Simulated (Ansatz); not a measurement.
# A computed series for TiAl: pressure series

Consider TiAl (space group P4/mmm, No. 123; a = 2.824 Å, c = 4.071 Å).

Cell and atoms are relaxed at each pressure.

Method: Ansatz (an electronic-structure program), PBE, PAW, cutoff 420 eV, scalar-relativistic without spin-orbit coupling, earlier PAW set.

| pressure (GPa) | volume per atom (Å³/atom) |
|---|---|
| -2 | 16.533 |
| -1 | 16.380 |
| 0 | 16.233 |
| 0.9 | 16.107 |
| 4.5 | 15.645 |
| 9 | ? |
| 15 | 14.581 |
| 22.5 | 13.989 |
| 30 | 13.489 |

### Question
Fit the third-order Birch–Murnaghan form P(V) = (3B₀/2)[(V₀/V)^(7/3) − (V₀/V)^(5/3)]·[1 + (3/4)(B₀′ − 4)((V₀/V)^(2/3) − 1)] (squares taken in P) to the rows shown and predict the withheld row.

### Answer
Least squares on the printed values gives V₀ = 16.234 Å³/atom, B₀ = 114 GPa, B₀′ = 3.8; this predicts 15.147 Å³/atom, and the run gives 15.146 Å³/atom, in agreement.

Load acts through the strain it causes; cell and atoms are relaxed under it. No phonon test of stability was made. No other phases were tried under pressure. All final runs are without spin polarisation.
